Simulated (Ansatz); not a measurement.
The structure below was relaxed with PBE (Ansatz, a program for electronic structure; PAW; 420 eV plane waves; no spin-orbit coupling), earlier PAW set, at pressure 7 GPa.

Space group F-43m (No. 216); a = 4.733 Å, b = 4.733 Å, c = 4.733 Å, α = 90.00°, β = 90.00°, γ = 90.00°

```
atom  site  symmetry       x       y       z
----  ----  --------  ------  ------  ------
As      4c      -43m  0.2500  0.2500  0.2500
B       4a      -43m  0.0000  0.0000  0.0000
```

Write out a cell with all atoms.


```xyz
8
Lattice="4.7327 0.0000 0.0000 0.0000 4.7327 0.0000 0.0000 0.0000 4.7327" Properties=species:S:1:pos:R:3 pbc="T T T"
As     1.1832     1.1832     1.1832
B      0.0000     0.0000     0.0000
As     1.1832     3.5496     3.5496
B      0.0000     2.3664     2.3664
As     3.5496     1.1832     3.5496
B      2.3664     0.0000     2.3664
As     3.5496     3.5496     1.1832
B      2.3664     2.3664     0.0000
```
This is the conventional cell.

Load acts through the strain it causes; cell and atoms are relaxed under it. Whether these cells are dynamically stable was not tested. No other phases were tried under pressure. The cell was made from BAs in the zinc blende structure (space group F-43m, No. 216) by this change: pressure 7 GPa.
